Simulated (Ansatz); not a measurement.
Input and output of a self-consistent single point for CrFe3 (Pm-3m, 4 atoms in the cell) (Ansatz, a first-principles code).

Computed with LDA (PW92), PAW files made with PBE (plane waves; Ansatz).

The change in words: lattice scaled by 0.98. Reference geometry:
```xyz
4
Lattice="3.4788 0.0000 0.0000 0.0000 3.4788 0.0000 0.0000 0.0000 3.4788" Properties=species:S:1:pos:R:3 pbc="T T T"
Cr     0.0000     0.0000     0.0000
Fe     0.0000     1.7394     1.7394
Fe     1.7394     0.0000     1.7394
Fe     1.7394     1.7394     0.0000
```
Moments meant for the start (each program seeds them in its own way; μB, in the order of the atoms Cr Fe Fe Fe): 3.0 4.0 4.0 4.0.

Reference input (self-consistent single point, DFT, LDA (PW92), plane waves, PAW files made with PBE): basis.ecutwfc = 30.9 Ry; kpoints.mp_grid.grid = 9 9 9; hamiltonian.xc = lda; hamiltonian.pseudopotentials = {kind: paw} (the program's default PAW files); magnetization.spin_polarized = true; scf.occupations.method = fermi_dirac; scf.occupations.width = 0.0073 Ry. This run's input differs from it in these lines:

```diff
@@ -2,5 +2,5 @@
   lattice:
-    - [3.478850, 0.000000, 0.000000]
-    - [0.000000, 3.478850, 0.000000]
-    - [0.000000, 0.000000, 3.478850]
+    - [3.409273, 0.000000, 0.000000]
+    - [0.000000, 3.409273, 0.000000]
+    - [0.000000, 0.000000, 3.409273]
   atoms:
```

Output (repeated stretches shortened):

```
SCF iter   1: F=—  HF=-16593.276939 eV  |F-HF|=—  |Δ(HF+E_count)|=         —  Δρ=4.57e-1 (↑4.57e-1 ↓2.75e-1)  dr2=1.65e1  dr2_m=4.68e1  M=1.936 μB ∫|m|=2.436 μB  β_m=0.30  ethr=3.10e-3  ⟨swp⟩=5.3  Hψ=10741  notcnv=0  defer=50
Mixer restart at iter 1: flushing history
all-band conjugate gradients solve this SCF's bands
preconditioner: auto → Kerker (q_TF=auto, 2.940 Å⁻¹)
   [... lines left out ...]
SCF iter  16: F=—  HF=-16583.305030 eV  |F-HF|=—  |Δ(HF+E_count)|=  1.93e-10  Δρ=1.01e-6 (↑7.09e-7 ↓1.01e-6)  dr2=1.29e-9  dr2_m=1.06e-11  M=0.000 μB ∫|m|=0.000 μB  β_m=0.86  ethr=1.25e-12  ⟨swp⟩=2.1  Hψ=5617  notcnv=0  defer=262
SCF iter  17: F=-16583.305030 eV  HF=-16583.305030 eV  |F-HF|=1.50e-9  |Δ(HF+E_count)|=  2.18e-11  Δρ=9.76e-7 (↑9.76e-7 ↓9.26e-7)  dr2=1.56e-9  dr2_m=1.56e-12  M=-0.000 μB ∫|m|=0.000 μB  ethr=1.25e-12  ⟨swp⟩=7.0  Hψ=12907  notcnv=0
SCF 1 converged in 17 iterations: F = -16583.305030 eV  dr2 = 1.56e-9
WARN: the starting moments were not kept: the SCF closed with an absolute magnetisation of 2.7e-6 μB, where they sum to 15 μB in size (4 sites) …
Magnetization: -0.0000 μB (31.0000 up, 31.0000 down)
   [... lines left out ...]
Absolute magnetization: 0.0000 μB (∫|ρ↑−ρ↓|, with the PAW one-centre terms)
Free energy (F): -16583.305030 eV
Fermi energy:    21.528226 eV
   [... lines left out ...]
  atom   1  Cr     0.00000000     0.00000000    -0.00000000
   [... zero for the other atoms too ...]
--- Stress (GPa, compression-positive) ---
       -0.056008       0.000000       0.000000
       -0.000000      -0.056008       0.000000
        0.000000       0.000000      -0.056008
  P = ⅓ Tr σ = -0.0560 GPa (-0.560 kbar)
  The stress holds the Pulay correction. Without it, at fixed plane waves, as pw.x and ABINIT print it: P = -0.1960 GPa
```

The run converged in 17 iterations. Against the reference run the free energy drops by 30.0 meV/atom, the pressure goes from -14.29 to -0.06 GPa and the size of the net moment goes from 0.38 to 0.00 μB/atom.

The starting cell comes from a database of computed structures (which also holds hypothetical and non-ambient phases and stackings), without a prior relaxation at this level. Its lattice was rescaled by a random factor within 2.5 % of one. For this run, on top of that: lattice scaled by 0.98. The starting moments vanished: the run ended non-magnetic, which need not be the lowest state. The program warned that a starting moment was not kept. Ansatz's pressure includes its estimate of the finite-basis (Pulay) stress.

Keys are those of Ansatz 0.2.
